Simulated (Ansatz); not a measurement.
For VN in space group P-6m2 (No. 187) at 575 K, quasi-harmonic approximation with PBEsol in Ansatz (an electronic-structure program) gives a volume expansion coefficient α_V = 19.86 × 10⁻⁶ K⁻¹, an isothermal bulk modulus B_T = 338.2 GPa, a molar volume V_m = 10.185 cm³/mol and C_V = 44.60 J/(mol K). The cell is a database entry relaxed within its symmetry; it need not be the phase found at ambient conditions.

Work out the Grüneisen parameter, C_P and the adiabatic bulk modulus.

γ = α_V B_T V_m / C_V = 1.53. C_P − C_V = α_V² B_T V_m T = 0.78 J/(mol K), so C_P = 45.39 J/(mol K). B_S = B_T C_P/C_V = B_T (1 + α_V γ T) = 344.1 GPa.

The PAW data sets were generated under PBE and serve the other functionals too.
